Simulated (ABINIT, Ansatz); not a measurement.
An ABINIT input for a relaxation of cell and atoms of Ni (Fm-3m, 1 atom in the cell) (DFT, PBE, plane waves, PAW (JTH v2.0 PBE PAW)):

```
# Ni, JTH v2.0 PBE PAW
pp_dirpath "./"
pseudos "Ni.GGA_PBE-JTH.xml"
acell 3*1.0 Angstrom
rprim
        -0.0000000000    1.7371200000    1.7371200000
         1.7371200000    0.0000000000    1.7371200000
         1.7371200000    1.7371200000   -0.0000000000
natom 1
ntypat 1
znucl 28
typat 1
xred    0.0000000000    0.0000000000    0.0000000000
ecut 816 eV
pawecutdg 1633 eV
pawxcdev 0
nsppol 2
spinat 0 0 1
occopt 3
tsmear 0.00367493
nband 15
kptopt 1
ngkpt 11 11 11
nshiftk 1
shiftk 0 0 0
nstep 100
tolvrs 1.0e-10
ionmov 2
ntime 40
tolmxf 2.0e-04
optcell 2
dilatmx 1.08
ecutsm 0.5
prtwf 0
prtden 0
```

**Question.** Translate this input to Ansatz (a program for electronic structure).

**Answer.** One input that does it (others would too):

Ansatz 0.2 input:
```yaml
# Ni
crystal:
  lattice:
    - [0.000000, 1.737120, 1.737120]
    - [1.737120, 0.000000, 1.737120]
    - [1.737120, 1.737120, 0.000000]
  atoms:
    - { symbol: Ni, position_ang: [0.000000, 0.000000, 0.000000], spin: 1.0 }
basis:
  ecutwfc: 420.0 eV
kpoints:
  mp_grid: { grid: [11, 11, 11] }
hamiltonian:
  xc: pbe
  pseudopotentials: { kind: paw }
magnetization:
  spin_polarized: true
scf:
  occupations: { method: fermi_dirac, width: 0.1 eV }
relax:
  cell: {}
output:
  forces: true
  eigenvalues: true
  stress: true
```

Basis settings and potentials, where a program has them, do not carry over. This input uses DFT, PBE, plane waves, default PAW files.

The starting cell has typed, rounded lattice constants, without a prior relaxation at this level. Its lattice was rescaled by a random factor within 2.5 % of one.
